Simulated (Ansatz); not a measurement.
Start from Co in the hcp (Mg type) structure (space group P6_3/mmc, No. 194; ferromagnetic).

```xyz
2
Lattice="2.4573 0.0000 0.0000 -1.2286 2.1281 0.0000 0.0000 0.0000 3.9686" Properties=species:S:1:pos:R:3 pbc="T T T"
Co     1.2286     0.7094     0.9922
Co     0.0000     1.4187     2.9765
```

Method: PBEsol in Ansatz (plane waves to 420 eV, PAW, no spin-orbit coupling).

For the base:

The lattice parameter a is 2.457 Å. The band gap is zero.

One thing is altered: a hydrostatic pressure of 10 GPa.

### Question
Estimate the effect on the lattice parameter a and band gap.

### Answer
The lattice parameter a decreases by 0.0307 Å (2.457 Å → 2.427 Å); the band gap remains zero.

Other magnetic orders, which the real material may have, were not ruled out. Load acts through the strain it causes; cell and atoms are relaxed under it. No phonon test of stability was made. Competing high-pressure phases were not computed. The base started in P-3m1 and relaxed to P6_3/mmc at this level.

Ansatz is a quantum-chemistry and plane-wave program.
